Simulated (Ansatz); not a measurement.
# Ta2O5, carrier doping

Consider Ta2O5 (space group Pmmm, No. 47; a = 3.670 Å, b = 3.859 Å, c = 6.433 Å; a cell from a computed database, its experimental status unchecked).

Carriers are added at fixed cell with a uniform background; the Fermi–Dirac width is that of 300 K.

Level of theory: Ansatz (an electronic-structure program) PBEsol, without spin-orbit coupling.

Notes on the quantities. Fermi level from band edge: Fermi level relative to the doped band's edge (positive inside the band; to 0.05 eV).

```json
[
 {"hole density (10^21 cm⁻³)": "2", "Fermi level from band edge (eV)": "0.25"},
 {"hole density (10^21 cm⁻³)": "7", "Fermi level from band edge (eV)": "0.40"},
 {"hole density (10^21 cm⁻³)": "10", "Fermi level from band edge (eV)": "?"},
 {"hole density (10^21 cm⁻³)": "20", "Fermi level from band edge (eV)": "0.65"}
]
```

**Question.** Fit E_F = C n^s, fitted as a line in log–log form (a parabolic band gives s = 2/3) to the rows shown and predict the withheld row.

**Answer.** Least squares on the printed values gives C = 0.18 eV, s = 0.41 (largest residual 0.01 eV); this predicts 0.48 eV, and the run gives 0.50 eV, in agreement.

Charged cell with a jellium background: band edges are those of the host's band count, energies are not comparable with the neutral cell, and many-body gap narrowing is missing. Whether these cells are dynamically stable was not tested.
